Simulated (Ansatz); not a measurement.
# Effect of Sn on a S site (antisite), symmetric start on SnS2

Take a 24-atom supercell of SnS₂ in the CdI2 type structure (space group P-3m1, No. 164; a = 3.626 Å, c = 5.573 Å; layered, stacked along the Cartesian z axis) at its relaxed geometry as the base.

The change: one S atom is replaced by Sn, atoms relaxed at fixed cell.

The values are results of PBEsol-D3(BJ) (Ansatz, an electronic-structure program), no spin-orbit coupling, not measurements. Γ-centred 4×4×4 mesh, Fermi–Dirac width 0.01 eV.

The pressure goes from zero to 1.2 GPa and the gap of the supercell becomes zero (base: 1.01 eV). The total moment of the cell amounts to 0.0 μB and the energy gained by relaxation comes out as 1.74 eV. The largest displacement of a host atom from its site in the perfect cell comes out as 0.12 Å and the shift of the substituted atom off its lattice site comes out as 0.80 Å.

Other magnetic orders, which the real material may have, were not ruled out. The cell is small, so the values are those of an ordered compound at a high defect concentration; dilute-limit values will differ. The mesh was chosen for an insulator and is coarse for the gapless case. The defect started on the symmetric site and kept its symmetry, so it may sit on a saddle. Starting moments died away, wholly or in part, for Sn on a S site (antisite); another magnetic solution may exist. The defect cell is spin-polarised and ends with 0.0 μB.
